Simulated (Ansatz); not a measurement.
We consider pyrite PtAs₂, described by BLYP (PAW; Ansatz, a quantum-chemistry and plane-wave program).

Numerical settings: plane-wave cutoff 520 eV, 6×6×6 k mesh, Fermi–Dirac smearing 0.01 eV, scalar-relativistic PAW data made under PBE.

Cell (measured lattice):

```xyz
12
Lattice="5.9670 0.0000 0.0000 0.0000 5.9670 0.0000 0.0000 0.0000 5.9670" Properties=species:S:1:pos:R:3 pbc="T T T"
As     3.6814     5.2691     0.6979
As     0.6979     3.6814     5.2691
As     3.6814     3.6814     3.6814
As     2.2856     2.2856     2.2856
As     5.2691     0.6979     3.6814
As     5.2691     2.2856     0.6979
As     0.6979     5.2691     2.2856
As     2.2856     0.6979     5.2691
Pt     0.0000     2.9835     2.9835
Pt     2.9835     0.0000     2.9835
Pt     0.0000     0.0000     0.0000
Pt     2.9835     2.9835     0.0000
```

### Question
Predict the band gap, smallest direct gap on the k points sampled and direct gap at Γ.

### Answer

* **band gap**: 0.19 eV
* **smallest direct gap on the k points sampled**: 0.95 eV
* **direct gap at Γ**: 1.60 eV

Note: cell and atoms aren't relaxed at this level (pressure 15.7 GPa).

Spin–orbit coupling is not included; it can close the smallest gap of 0.19 eV.

Computed values are for the static lattice.

The result took roughly 2.8 core-minutes.
